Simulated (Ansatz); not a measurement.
System: LiB (P6₃/mmc, No. 194, 4 atoms in the cell; start mp-1001835). Method: PBEsol (Ansatz, an electronic-structure program, plane waves, PAW).

Numerical settings: plane-wave cutoff 520 eV, 18×18×18 k mesh, Fermi–Dirac smearing 0.05 eV, scalar-relativistic PAW data made under PBE.

Cell (relaxed at this level):

```xyz
4
Lattice="3.9883 0.0000 0.0000 -1.9942 3.4540 0.0000 0.0000 0.0000 3.1066" Properties=species:S:1:pos:R:3 pbc="T T T"
Li     0.0000     2.3027     0.7767
Li     1.9942     1.1513     2.3300
B      0.0000     0.0000     0.7767
B      0.0000     0.0000     2.3300
```

Problem. What does this level give for the bulk modulus?

Solution. 
bulk modulus: 58.2 GPa

The run finds no gap.

Note: the bulk modulus is −V dP/dV from two relaxed cells at ±2 % in volume; the relaxation could not lower the start's symmetry, so the cell can be a saddle point above a distorted one.

A start named mp-… is a Materials Project structure, which need not be a measured phase.
